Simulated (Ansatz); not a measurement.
## CdSe: pressure series

The parent structure is CdSe in the zinc blende structure (space group F-43m, No. 216; a = 6.1964 Å).

Cell and atoms are relaxed at each pressure.

The values are results of PBE (Ansatz, an electronic-structure program, PAW, no SOC), earlier PAW set, not measurements.

Notes on the quantities. hole mass: degenerate bands, along [100].

```tsv
change	band gap	volume per atom	electron mass	hole mass
base	0.49 eV	29.74 Å³	0.052 mₑ (at Γ)	0.053, 0.73, 0.73 mₑ (at Γ)
pressure −2 GPa	0.39 eV	31.28 Å³	0.044 mₑ (at Γ)	0.045, 0.79, 0.79 mₑ (at Γ)
pressure −1 GPa	0.44 eV	30.45 Å³	0.048 mₑ (at Γ)	0.049, 0.76, 0.76 mₑ (at Γ)
pressure 0.3 GPa	0.51 eV	29.54 Å³	0.053 mₑ (at Γ)	0.055, 0.72, 0.72 mₑ (at Γ)
pressure 0.7 GPa	0.52 eV	29.29 Å³	0.054 mₑ (at Γ)	0.056, 0.71, 0.71 mₑ (at Γ)
pressure 1.5 GPa	0.56 eV	28.83 Å³	0.057 mₑ (at Γ)	0.059, 0.70, 0.70 mₑ (at Γ)
pressure 3 GPa	0.61 eV	28.05 Å³	0.061 mₑ (at Γ)	0.063, 0.67, 0.67 mₑ (at Γ)
pressure 5 GPa	0.68 eV	27.17 Å³	0.065 mₑ (at Γ)	0.068, 0.64, 0.64 mₑ (at Γ)
pressure 7.5 GPa	0.75 eV	26.24 Å³	0.070 mₑ (at Γ)	0.072, 0.61, 0.61 mₑ (at Γ)
pressure 10 GPa	0.81 eV	25.46 Å³	0.074 mₑ (at Γ)	0.076, 0.58, 0.58 mₑ (at Γ)
```

Load acts through the strain it causes; cell and atoms are relaxed under it. Masses are band curvatures over ±0.01 Å⁻¹ around the edge. Stability against distortions was not tested. Tetrahedral semiconductors of this kind turn to denser phases somewhere between about 1 and 50 GPa; those were not computed, so compressed cells here can lie past the real transition.
